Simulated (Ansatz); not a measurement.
The starting structures come from a database of crystals and need not be the phases stable at ambient conditions.

 Where the default PAW files enter, the runs use the earlier of Ansatz's two default sets.

Inside the gap of an insulator the Bloch states are evanescent, with a wavenumber k + iκ along the transport direction.

Given:

```yaml
crystal:
  lattice:
    - [5.92699, -0.00091, -0.00046]
    - [-2.96397, 5.13265, -0.00046]
    - [0.97825, 1.69426, 6.37425]
  atoms:
    - { symbol: Zn, position: [0.33262, 0.66738, 0.00000] }
    - { symbol: Zn, position: [0.66738, 0.33262, 0.00000] }
    - { symbol: P, position: [0.05755, 0.05755, 0.82720] }
    - { symbol: P, position: [0.94245, 0.94245, 0.17280] }
    - { symbol: S, position: [0.41667, 0.08350, 0.74738] }
    - { symbol: S, position: [0.58333, 0.91650, 0.25262] }
    - { symbol: S, position: [0.91650, 0.58333, 0.25262] }
    - { symbol: S, position: [0.08350, 0.41667, 0.74738] }
    - { symbol: S, position: [0.25035, 0.25035, 0.25115] }
    - { symbol: S, position: [0.74965, 0.74965, 0.74885] }
```

Space group of this cell: C2/m. The cell was relaxed by PBE-D3(BJ); by r2SCAN its mean pressure is 0.7 GPa.

Transport runs along the normal of the first two printed cell vectors.

The gap is the functional's own. No spin-orbit coupling. Mid-gap values are interpolated on the energy grid.

Problem. State the band gap and the smallest decay constant κ at mid-gap according to r2SCAN (Ansatz, a first-principles code).

Solution. Gap 2.55 eV on a 6×6×6 mesh; κ = 0.296 1/Å, at the zone centre.
